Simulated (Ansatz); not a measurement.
Several settings converged on Bi (P2_1/m, 4 atoms in the cell)

```xyz
4
Lattice="4.5995 0.0000 0.0000 0.0000 4.5638 0.0000 -1.5075 0.0000 6.6223" Properties=species:S:1:pos:R:3 pbc="T T T"
Bi     2.7521     1.1410     5.1997
Bi     0.3399     3.4229     1.4226
Bi     2.6354     1.1410     2.1052
Bi     0.4566     3.4229     4.5171
```

Base method: LDA (PW92), default PAW files made with PBE (plane waves; Ansatz, a first-principles code).

Base settings: basis.ecutwfc = 420 eV; kpoints.mp_grid.grid = 6 5 3; hamiltonian.xc = lda; hamiltonian.pseudopotentials = {kind: paw} (the program's default PAW files); scf.occupations.method = gaussian; scf.occupations.width = 0.1 eV.

Core times come from one kind of shared machine, to one figure; runs under 30 s give none.

**Zone-centre phonons against the cutoff**

In this ladder: phonons.method = dfpt.

The mesh stays at the base's, so the ladder's end is converged at best in this setting alone.

Frequencies are those of the unrelaxed cell, without the LO-TO term of polar crystals.

Only quantities that move along the ladder and can be compared are tabulated.

| basis.ecutwfc | highest zone-centre frequency (cm⁻¹) | lowest optical frequency (cm⁻¹) | core time / last (rough) |
|---|---|---|---|
| 210 eV | 79.4 | -13.2 | – |
| 250 eV | 94.2 | 17.0 | – |
| 295 eV | 85.1 | 16.7 | – |
| 355 eV | 85.0 | 16.5 | 0.9 |
| 420 eV | 85.0 | 16.4 | 0.7 |
| 505 eV | 85.0 | 16.4 | 3 |
| 630 eV | 85.0 | 16.4 | 1 |

Coarsest basis.ecutwfc that holds the lowest optical frequency within 5 cm⁻¹ of the last step, with all finer ones: 250 eV; the step before is off by 30 cm⁻¹.

Coarsest basis.ecutwfc that holds the highest zone-centre frequency within 1 cm⁻¹ of the last step, with all finer ones: 295 eV; the step before is off by 9.2 cm⁻¹.

**Zone-centre phonons against the mesh**

In this ladder: phonons.method = dfpt.

Frequencies are those of the unrelaxed cell, without the LO-TO term of polar crystals.

Only quantities that move along the ladder and can be compared are tabulated.

| kpoints.mp_grid.grid | highest zone-centre frequency (cm⁻¹) | lowest optical frequency (cm⁻¹) | core time / last (rough) |
|---|---|---|---|
| 2 2 2 | 101.4 | 12.8 | – |
| 3 3 2 | 103.9 | 14.1 | – |
| 4 4 3 | 88.9 | -13.5 | 0.04 |
| 5 5 3 | 80.0 | 16.2 | 0.07 |
| 6 6 4 | 82.6 | 20.1 | 0.07 |
| 7 7 5 | 90.0 | 23.4 | 0.2 |
| 9 9 6 | 87.2 | 21.8 | 0.2 |
| 11 11 8 | 86.6 | 21.7 | 1 |

Coarsest kpoints.mp_grid.grid that holds the lowest optical frequency within 2 cm⁻¹ of the last step, with all finer ones: 6 6 4, at about 0.07 of the last step's time; the step before is off by 5.5 cm⁻¹.

Coarsest kpoints.mp_grid.grid that holds the highest zone-centre frequency within 2 cm⁻¹ of the last step, with all finer ones: 9 9 6, at about 0.2 of the last step's time; the step before is off by 3.5 cm⁻¹.

**The force threshold of a relaxation**

On Bi (Pm, 4 atoms in the cell): one atom moved by 0.15 angstrom.

In this ladder: relax = atoms.

The mesh stays at the base's, so the ladder's end is converged at best in this setting alone.

Only quantities that move along the ladder and can be compared are tabulated.

```csv
relax.f_tol,free energy less the last step's (meV/atom),largest force left (eV/Å),relaxation steps,core time / last (rough)
0.2 eV/Å,0.50,0.0796,10,0.6
0.1 eV/Å,0.36,0.0617,11,1
0.05 eV/Å,0.04,0.0247,12,0.9
0.03 eV/Å,0.05,0.0301,13,1
0.02 eV/Å,0.01,0.0105,14,0.6
0.01 eV/Å,0.05,0.0064,13,1.0
0.005 eV/Å,0.00,0.0020,16,1
0.002 eV/Å,0.00,0.0004,14,1
0.001 eV/Å,0.00,0.0005,17,1
```

Coarsest relax.f_tol that holds the free energy within 0.2 meV/atom of the last step, with all finer ones: 0.05 eV/Å; the step before is off by 0.36 meV/atom.

Coarsest relax.f_tol that holds the largest force left within 0.02 eV/Å of the last step, with all finer ones: 0.02 eV/Å; the step before is off by 0.030 eV/Å.

On the base run: the starting cell comes from a database of computed structures (which also holds hypothetical and non-ambient phases and stackings), without a prior relaxation at this level. Its lattice was rescaled by up to half a per cent. In the base run, with a pressure of about -3 GPa the cell is away from its equilibrium volume at this level.

Keys are those of Ansatz 0.2.
